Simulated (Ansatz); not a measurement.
The reference is ZrSe2 in the CdI2 type structure (space group P-3m1, No. 164; layered, stacked along the Cartesian z axis; relaxed with 0.1 eV smearing).

```
CELL_PARAMETERS angstrom
      3.65993     0.00000     0.00000
     -1.82997     3.16959     0.00000
      0.00000     0.00000     5.84130
ATOMIC_POSITIONS crystal
  Zr 0.00000 0.00000 0.00000
  Se 0.33333 0.66667 0.27535
  Se 0.66667 0.33333 0.72465
```

Cartesian axes are those of the cell as printed.

Level of theory: PBEsol-D3(BJ) in Ansatz (plane waves to 420 eV, PAW, no SOC).

Strains are applied to the cell and any free atomic positions relax; under biaxial strain the out-of-plane vector relaxes too.

One change was made to it. Results:

The pressure (mean of the normal stresses, compression positive) goes from zero to -4.3 GPa; the band gap changes from zero to 0.22 eV.

Question: Name the change that was made.
A. biaxial strain +2.49 %, plane normal [001], relaxed out of plane
B. strain tensor (xx, yy, zz, yz, xz, xy) = (−0.29, −0.78, +1.65, −0.06, +0.47, +0.86) %
C. uniaxial strain ε_xx = −0.77 %
D. isotropic strain +4.22 %

Answer: D, isotropic strain +4.22 %. For comparison, the band gap in the other runs: strain tensor (xx, yy, zz, yz, xz, xy) = (−0.29, −0.78, +1.65, −0.06, +0.47, +0.86) % gives zero; biaxial strain +2.49 %, plane normal [001], relaxed out of plane gives zero; uniaxial strain ε_xx = −0.77 % gives zero.

Stability against distortions was not tested. All final runs are without spin polarisation. A zero or small gap of ZrSe2 can be the functional's error rather than a property of the material.

Ansatz is a program for electronic structure.
